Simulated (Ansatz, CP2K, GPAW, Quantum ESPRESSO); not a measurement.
## One structure in several programs: Zr2CuSb3 (P-4m2, 6 atoms in the cell)

Self-consistent single point, at a second geometry (lattice scaled by 0.98). First geometry:

```xyz
6
Lattice="3.9781 0.0000 0.0000 0.0000 3.9781 0.0000 0.0000 0.0000 8.7638" Properties=species:S:1:pos:R:3 pbc="T T T"
Zr     0.0000     1.9890     6.4643
Zr     1.9890     0.0000     2.2995
Cu     0.0000     0.0000     0.0000
Sb     1.9890     1.9890     0.0000
Sb     0.0000     1.9890     3.3182
Sb     1.9890     0.0000     5.4456
```

Shared settings, as Ansatz (an electronic-structure program) writes them: kpoints.mp_grid.grid = 5 5 3; scf.occupations.method = gaussian; scf.occupations.width = 0.272 eV. Potentials and cutoffs stand in the table.

```json
[
 {"code": "CP2K", "model": "PBEsol, GPW, DZVP-MOLOPT-SR-GTH basis, GTH-PBE potentials (GTH_POTENTIALS)", "ΔF from the first geometry (meV/atom)": "-14.6", "pressure (GPa)": "1.26", "largest force (eV/Å)": "0.039", "cutoff": "grid 600 Ry"},
 {"code": "GPAW", "model": "PBEsol, GPAW PAW datasets PBEsol (made by gpaw-setup)", "ΔF from the first geometry (meV/atom)": "-38.9", "pressure (GPa)": "-2.00", "largest force (eV/Å)": "0.086", "cutoff": "800 eV"},
 {"code": "Quantum ESPRESSO", "model": "PBEsol, PSlibrary PAW (PBE) pseudopotentials", "ΔF from the first geometry (meV/atom)": "-36.3", "pressure (GPa)": "-1.68", "largest force (eV/Å)": "0.048", "cutoff": "55 Ry"},
 {"code": "Ansatz", "model": "PBEsol, PAW files made with PBE", "ΔF from the first geometry (meV/atom)": "-36.9", "pressure (GPa)": "-1.66", "largest force (eV/Å)": "0.061", "cutoff": "default"}
]
```

Size of the force on each atom (eV/Å): Sizes of forces hide their directions.

| code | Zr1 | Zr2 | Cu3 | Sb4 | Sb5 | Sb6 |
|---|---|---|---|---|---|---|
| CP2K | 0.022 | 0.022 | 0.000 | 0.000 | 0.039 | 0.039 |
| GPAW | 0.086 | 0.086 | 0.000 | 0.000 | 0.015 | 0.015 |
| Quantum ESPRESSO | 0.048 | 0.048 | 0.000 | 0.000 | 0.000 | 0.000 |
| Ansatz | 0.061 | 0.061 | 0.000 | 0.000 | 0.014 | 0.014 |

On Ansatz's run: spin-orbit coupling is off. Spin polarisation is off.

The spread over the programs that give each value: ΔF from the first geometry within 24.3 meV/atom; pressure within 3.26 GPa; largest force within 0.047 eV/Å.

CP2K uses small atom-centred bases, whose incompleteness enters pressures, forces and empty levels differently from a plane-wave cutoff. Ansatz's pressure is given at a fixed set of plane waves, as the other plane-wave codes print theirs. In the pressure, CP2K (by 2.94) lies more than 1 GPa from the median of the plane-wave programs. In the force vectors, CP2K (by 0.083) lies more than 0.08 eV/Å from the median of the plane-wave programs.

The starting cell comes from a database of computed structures (which also holds hypothetical and non-ambient phases and stackings), without a prior relaxation at this level. Its lattice was rescaled by a random factor within 2.5 % of one. For this run, on top of that: lattice scaled by 0.98.

Left out of this page: Elk (not drawn, or without a comparable value).

Keys are those of Ansatz 0.2.
